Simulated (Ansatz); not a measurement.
Results of LDA (Ansatz, a program for electronic structure, PAW) for LiNbO3 (R-3c, No. 167, 10 atoms in the cell; start COD 2101178; high-temperature phase).

Numerical settings: plane-wave cutoff 520 eV, 8×8×8 k mesh, Fermi–Dirac smearing 0.01 eV, no spin polarisation, scalar-relativistic PAW data made under PBE.

Cell (relaxed at this level):

LiNbO₃ is taken in the trigonal space group R-3c, hexagonal axes (No. 167), Pearson symbol hR10. Conventional cell: a = b = 5.124 Å, c = 13.556 Å, α = β = 90.00°, γ = 120.00°. Nb on 6b is coordinated by 6 O at 1.968 Å (octahedral). O on 18e has 1 Li at 1.924 Å and 2 Nb at 1.968 Å. Li on 6a is coordinated by 3 O at 1.924 Å (trigonal planar). (Neighbours: up to the widest gap in distance over summed covalent radii, below 1.35, at either atom; cation-cation and far metal-metal contacts left out.)
(The calculation used a cell of 10 atoms; values per cell refer to that cell.)

What does this level give for the band gap and bulk modulus?


- band gap: 2.63 eV (on the SCF k mesh)
- bulk modulus: 166 GPa

Note: the relaxation could not lower the start's symmetry, so the cell can be a saddle point above a distorted one; the bulk modulus is −V dP/dV from two relaxed cells at ±2 % in volume.

Spin–orbit coupling is not included.

The computed numbers hold no vibrational or temperature effects.
